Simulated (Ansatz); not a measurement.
The reference is MoS2 in the 3R-MoS2 type structure (space group R3m, No. 160; layered, stacked along the Cartesian z axis).

```
MoS2
1.0
    1.57655     0.91022     5.99710
   -1.57655     0.91022     5.99710
    0.00000    -1.82045     5.99710
Mo S
1 2
Direct
  0.00002   0.00002   0.00002
  0.75355   0.75355   0.75355
  0.57974   0.57974   0.57974
```

The values are results of PBE-D3(BJ) in Ansatz (plane waves to 420 eV, PAW, without spin-orbit coupling), not measurements.

For the base:

- Smallest direct gap: 1.77 eV
- Band gap: 0.77 eV
- Hole mass: 1.0 mₑ along k, 0.59 mₑ across (at T)

The change: cell and atoms relaxed at a pressure of 7 GPa.

### Question
What happens to the smallest direct gap, band gap and hole mass?

### Answer
The smallest direct gap falls by 0.013 eV (1.77 eV → 1.75 eV); the band gap decreases by 0.41 eV (0.77 eV → 0.36 eV); the hole mass becomes 1.4 mₑ along k, 0.35 mₑ across (at T) (base: 1.0 mₑ along k, 0.59 mₑ across (at T)).

Load acts through the strain it causes; cell and atoms are relaxed under it. Effective masses come from finite differences of ±0.01 Å⁻¹. Along k means along the line from Γ to the band edge. No phonon test of stability was made. No other phases were tried under pressure.

Ansatz is a first-principles code.
